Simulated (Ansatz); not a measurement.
The parent structure is HgSe in the zinc blende structure (space group F-43m, No. 216).

```
CELL_PARAMETERS angstrom
      0.00000     3.06639     3.06639
      3.06639     0.00000     3.06639
      3.06639     3.06639     0.00000
ATOMIC_POSITIONS crystal
  Hg 0.00000 0.00000 0.00000
  Se 0.25000 0.25000 0.25000
```

Cartesian axes are those of the cell as printed.

The values are results of PBEsol (Ansatz, a quantum-chemistry and plane-wave program; PAW; 420 eV plane waves; spin-orbit coupling left out), not measurements.

Strains are applied to the cell and any free atomic positions relax; under biaxial strain the out-of-plane vector relaxes too.

One change was made to it. Results:

| quantity | base | after |
|---|---|---|
| energy relative to the base (free energy F) | 0 meV/atom | +0.2 meV/atom |
| volume per atom | 28.83 Å³ | 28.76 Å³ |
| pressure (mean of the normal stresses, compression positive) | 0.0 GPa | 0.1 GPa |
| band gap | zero | zero |

Question: Which change produced these results?
A. biaxial strain −0.50 %, plane normal [001], relaxed out of plane
B. biaxial strain +0.50 %, plane normal [001], relaxed out of plane
C. biaxial strain −3.00 %, plane normal [001], relaxed out of plane

Answer: A, biaxial strain −0.50 %, plane normal [001], relaxed out of plane. For comparison, the volume per atom in the other runs: biaxial strain −3.00 %, plane normal [001], relaxed out of plane gives 28.34 Å³; biaxial strain +0.50 %, plane normal [001], relaxed out of plane gives 28.90 Å³.

A case with no gap was solved on a k-mesh chosen for an insulator, which is coarse for it. Spin-orbit coupling, missing from the scalar runs, can matter with Hg. No phonon test of stability was made. The final runs are not spin-polarised. Gaps under 0.05 eV, about the width of the smearing, are given as zero. A zero or small gap of HgSe can be the functional's error rather than a property of the material.
